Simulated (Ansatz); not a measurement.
**Response to strain in Hf**

Consider Hf in the hcp (Mg type) structure (space group P6_3/mmc, No. 194; a = 3.1979 Å, c = 5.0473 Å). Axes: x lies along a and z along c of the hexagonal cell.

Strains are applied to the cell and any free atomic positions relax.

Level of theory: plane-wave PAW DFT at the r2SCAN level (Ansatz, a program for electronic structure, 500 eV), no spin-orbit coupling.

Candidates:
(a) uniaxial strain ε_xx = +0.91 %
(b) isotropic strain −1.32 %
(c) isotropic strain +3.51 %

Notes on the quantities. energy relative to the base: free energy F.

Q: Order them by energy relative to the base, lowest first.

A: (a) uniaxial strain ε_xx = +0.91 % (+1.1 meV/atom), (b) isotropic strain −1.32 % (+12 meV/atom), (c) isotropic strain +3.51 % (+79 meV/atom)

Without a gap, meshes like the base's 17×17×9 leave anisotropic stresses uncertain by several tenths of a GPa, and small strain energies with them. No phonon test of stability was made. The final runs are not spin-polarised.
